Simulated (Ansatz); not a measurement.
Take Nb in the bcc (W type) structure (space group Im-3m, No. 229; a = 3.2729 Å; relaxed with 0.1 eV smearing) as the base. Axes: x, y, z lie along the cube axes.

Level of theory: Ansatz (an electronic-structure program) PBEsol, no spin-orbit coupling.

Base values:

- Shortest interatomic distance: 283.4 pm

It is then changed as follows: the cell is stretched by 1.00 % along z with no lateral relaxation; the atoms relax in the strained cell.

**Question.** Predict the new energy relative to the base, stress and shortest interatomic distance.

**Answer.** The energy rises by 1.4 meV/atom; the stress (xx, yy, zz, yz, xz, xy; compression positive) is (-1.4, -1.4, -2.6, 0.0, 0.0, 0.0) GPa; the shortest interatomic distance goes up by 0.95 pm (283.4 pm → 284.4 pm).

Stability against distortions was not tested. The final runs are not spin-polarised.
